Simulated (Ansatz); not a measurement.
Results of HSE06+SOC (PAW; Ansatz, an electronic-structure program) for cubic perovskite CsPbF3.

Numerical settings: plane-wave cutoff 460 eV, 6×6×6 k mesh, Fermi–Dirac smearing 0.01 eV, PAW data made under PBE.

Cell (measured lattice):

```cif
data_CsF3Pb
_chemical_formula_sum 'Cs1 F3 Pb1'
_space_group_name_H-M_alt 'P 1'
_space_group_IT_number 1
_cell_length_a 4.77480
_cell_length_b 4.77480
_cell_length_c 4.77480
_cell_angle_alpha 90.000
_cell_angle_beta 90.000
_cell_angle_gamma 90.000
loop_
_space_group_symop_operation_xyz
  'x, y, z'
loop_
_atom_site_label
_atom_site_type_symbol
_atom_site_fract_x
_atom_site_fract_y
_atom_site_fract_z
_atom_site_occupancy
Cs1 Cs 0.50000 0.50000 0.50000 1
F1 F 0.50000 0.00000 0.00000 1
F2 F 0.00000 0.50000 0.00000 1
F3 F 0.00000 0.00000 0.50000 1
Pb1 Pb 0.00000 0.00000 0.00000 1
```

### Question
Give the computed band gap and Γ–Γ gap.

### Answer

band gap: 2.52 eV (on the SCF k mesh) (direct)
Γ–Γ gap: 10.18 eV

Note: cell and atoms aren't relaxed at this level (pressure 2.6 GPa).

Computed values are for the static lattice.
